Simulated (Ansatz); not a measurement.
We look at the formation energy of LiCl (rock salt, Fm-3m) from the elements. Reaction: Li (bcc) + 1/2 Cl2 (gas) → LiCl (rock salt). The sign is products less reactants. The value is per atom of the solid.

LiCl (rock salt, Fm-3m), 2 atoms in the cell, k-point mesh 12×12×12 on the run's own vectors.
```
CELL_PARAMETERS angstrom
      0.00000     2.57527     2.57527
      2.57527     0.00000     2.57527
      2.57527     2.57527     0.00000
ATOMIC_POSITIONS crystal
  Li 0.00000 0.00000 0.00000
  Cl 0.50000 0.50000 0.50000
```

Li (bcc, Im-3m), 1 atom in the cell, k-point mesh 24×24×24 on the run's own vectors. Conventional cell: a = b = c = 3.4374 Å, α = β = γ = 90.00°.

An isolated Cl2 molecule (singlet) in a box of 11 × 11 × 14 Å.

Plane-wave PAW calculations with Ansatz (a program for electronic structure), its PAW set soft_1, cutoff 420 eV, 500 eV for r2SCAN. The structures are at rest with PBE; other levels are single points on them, but for the rows marked own geometry. HSE06 runs on coarser k-point meshes, mended by the PBE difference between the two meshes. Some cells are metallic or hold partly filled levels, where a hybrid on a coarse mesh is less sure. Neutral cells; Fermi-Dirac smearing of at most 0.10 eV in the solids, energies taken to zero width. The lattices are those relaxed with PBE, so at other levels the solids can be strained, which adds to the spread. A dispersion term (D3(BJ), or D4 for r2SCAN) was computed beside these levels and is taken off wherever the name lacks it. Space groups of crystals are read within 0.01 Å. No zero-point or thermal terms.

**Question.** Give the value at the level PBE.

**Answer.** -1.85 eV/atom, for Li (bcc) + 1/2 Cl2 (gas) → LiCl (rock salt).

**Question.** How does the value move with the functional?

**Answer.** 
```csv
Level,value (eV/atom),less PBE
PBE+D3(BJ),-1.98,-0.13
r2SCAN+D4,-2.11,-0.26
HSE06+D3(BJ),-2.08,-0.23
r2SCAN (own geometry),-2.07,-0.22
```

The levels shown span 0.26 eV/atom, from r2SCAN+D4 (-2.11) to PBE (-1.85).
